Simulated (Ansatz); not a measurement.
This Ansatz (an electronic-structure program) input is the reference run, BeTe in the rock salt structure (space group Fm-3m, No. 225; a hypothetical phase, not in the database extracts checked), computed with Ansatz, r2SCAN, PAW, cutoff 500 eV, scalar-relativistic without spin-orbit coupling:…

Ansatz 0.2 input:
```yaml
crystal:
  lattice:
    - [0, 2.6850436293, 2.6850436293]
    - [2.6850436293, 0, 2.6850436293]
    - [2.6850436293, 2.6850436293, 0]
  atoms:
    - { symbol: Te, position: [0, 0, 0] }
    - { symbol: Be, position: [0.5, 0.5, 0.5] }
basis: { ecutwfc: 500, ecutrho_ratio: 4, xc_grid: 4, fft_grid_basis: typed }
kpoints: { mp_grid: { grid: [15, 15, 15] } }
hamiltonian:
  xc: r2scan
  dispersion: none
  pseudopotentials: { kind: paw }
scf: { occupations: { method: fermi_dirac, width: 0.05 }, convergence: { dr2_threshold: 0.0000000002 } }
output: { forces: true, stress: true }
```

### Question
Write the input for this change: a hydrostatic pressure of 3 GPa.

### Answer
Ansatz 0.2 input:
```yaml
crystal:
  lattice:
    - [0, 2.6850436293, 2.6850436293]
    - [2.6850436293, 0, 2.6850436293]
    - [2.6850436293, 2.6850436293, 0]
  atoms:
    - { symbol: Te, position: [0, 0, 0] }
    - { symbol: Be, position: [0.5, 0.5, 0.5] }
basis: { ecutwfc: 500, ecutrho_ratio: 4, xc_grid: 4, fft_grid_basis: typed }
kpoints: { mp_grid: { grid: [15, 15, 15] } }
hamiltonian:
  xc: r2scan
  dispersion: none
  pseudopotentials: { kind: paw }
scf: { occupations: { method: fermi_dirac, width: 0.05 } }
relax: { f_tol: 0.01, max_steps: 60, cell: { stress_tol: 0.02, p_target: 3.0 } }
output: { forces: true, stress: true }
checkpoint: { write: state.ck, write_every: 1000 }
```
This is the input that was run.

Load acts through the strain it causes; cell and atoms are relaxed under it. Stability against distortions was not tested. The final runs are not spin-polarised.
